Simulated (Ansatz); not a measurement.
System: CdTe (model structure, Pm-3m, No. 221). Method: r²SCAN+rVV10 (Ansatz, an electronic-structure program, PAW).

Excerpt of the program's output:

```
WARN output.stress: scf.convergence.dr2_threshold = 1e-7 eV (the SCF's general default) is looser than the 2e-10 eV advised for a printed stress (1e-10 eV for …
Relaxation: its limit of steps is 80 (relax.max_steps)
Crystal: 2 atoms, lattice volume = 53.417 Å³
Basis set: ecut = 560 eV, 1575 PW (Γ), exchange–correlation on 90×90×90 points (27 copies of the dense FFT grid, shifted against one another)
Bands: 22, of which v1, the nominal top of the filled ones, is band 18 counted from 1 (17 counted from 0)
Symmetry: 48 space group operations
Space group: Pm-3m (ITA 221), of the structure as read, at distance tolerance 3.8e-5 Å
k-points: 165 of 4096
Initial density: superposition of atomic densities (chi_scale 0.1, normalization cell, long waves kept (reshape's long-wave potential 0.00 eV rms))
Functional: x = r2scan, c = r2scan + rvv10(b = 11.95, C = 0.0093); τ floored in thin density (d = 2e-4 eV/Å³)
SCF iter   1: F=—  HF=-15259.232012 eV  |F-HF|=—  |Δ(HF+E_count)|=         —  Δρ=2.59e-2  dr2=3.19e-1  dr2_τ=1.94e-3
SCF iter   2: F=—  HF=-15259.193308 eV  |F-HF|=—  |Δ(HF+E_count)|=   3.87e-2  Δρ=1.23e-2  dr2=6.08e-2  dr2_τ=5.21e-3
  ...
SCF 1 converged in 8 iterations: F = -15259.213114 eV  dr2 = 1.09e-8
Crystal: 2 atoms, lattice volume = 53.417 Å³
Initial density: handed on by an earlier stage of this run
SCF iter   1: F=—  HF=-15259.213113 eV  |F-HF|=—  |Δ(HF+E_count)|=         —  Δρ=5.36e-6  dr2=1.09e-8  dr2_τ=3.42e-10
SCF iter   2: F=-15259.213114 eV  HF=-15259.213113 eV  |F-HF|=9.20e-9  |Δ(HF+E_count)|=   1.21e-8  Δρ=3.75e-6  dr2=5.56e-9  dr2_τ=8.10e-11
SCF 2 converged in 2 iterations: F = -15259.213114 eV  dr2 = 5.56e-9
SCF converged after 2 iterations
Free energy (F): -15259.213114 eV
Internal energy: -15259.200417 eV  (E = F + TS)
E sigma→0 (E₀):  -15259.206765 eV
Fermi energy:    11.303212 eV
--- Stress (GPa, compression-positive) ---
       -1.006863      -0.000000       0.000000
       -0.000000      -1.006863       0.000000
        0.000000       0.000000      -1.006863
  P = ⅓ Tr σ = -1.0069 GPa (-10.069 kbar)
```

**Question.** Write an input file that produces this run.

**Answer.** One answer among several that fit: 
Ansatz 0.2 input:
```yaml
crystal:
  lattice:
    - [3.7661184507, 0.0, 0.0]
    - [0.0, 3.7661184507, 0.0]
    - [0.0, 0.0, 3.7661184507]
  atoms:
    - { symbol: Cd, position: [0.0, 0.0, 0.0] }
    - { symbol: Te, position: [0.5, 0.5, 0.5] }
basis:
  ecutwfc: 560
  ecutrho_ratio: 4
  xc_grid: 3
kpoints:
  mp_grid: { grid: [16, 16, 16] }
hamiltonian:
  xc: r2scan
  dispersion: rvv10
  pseudopotentials: { azcp: { folder: ./paw }, kind: paw }
scf:
  occupations: { method: fermi_dirac, width: 0.05 }
output:
  forces: true
  stress: true
  eigenvalues: true
relax:
  f_tol: 0.004
  escape_saddle: false
  max_steps: 80
```

The cell is one volume of an energy–volume scan, off the minimum.

The PAW data were made under PBE.

Note: the cell keeps the symmetry of its start, so it can be a saddle point.

A model structure was made by putting elements into a prototype or built by hand; it is no filed structure, need not be a known phase, and can be a saddle point held by its symmetry.
